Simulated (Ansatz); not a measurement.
Start from C (space group Im-3m, No. 229; a hypothetical phase, not in the database extracts checked).

```
C
1.0
   -2.18100     2.18100     2.18100
    2.18100    -2.18100     2.18100
    2.18100     2.18100    -2.18100
C
6
Cartesian
  1.09050   0.00000   2.18100
  2.18100   1.09050   0.00000
  0.00000   1.09050   2.18100
  1.09050   2.18100   0.00000
  2.18100   0.00000   1.09050
  0.00000   2.18100   1.09050
```

Level of theory: PBEsol (Ansatz, a first-principles code; PAW; 420 eV plane waves; no SOC).

Base values:

| Item | Result |
|---|---|
| Gap between the host's bands | 2.45 eV |

Perturbation: electron doping at 2.0×10^22 cm⁻³ (0.830 per cell), with a uniform compensating background at fixed cell and a 300 K Fermi–Dirac width.

Question: How does this affect the Fermi level from band edge and gap between the host's bands?

Answer: The Fermi level relative to the doped band's edge (positive inside the band; to 0.05 eV) is +1.50 eV; the gap between the host's bands falls by 0.36 eV, from 2.45 eV to 2.09 eV.

Carriers are added with a uniform compensating background; total energy and stress of such cells depend on the potential's zero and are not compared; many-body gap narrowing is missing at this level. Semilocal Kohn–Sham gaps tend to fall short of experiment. Whether these cells are dynamically stable was not tested.
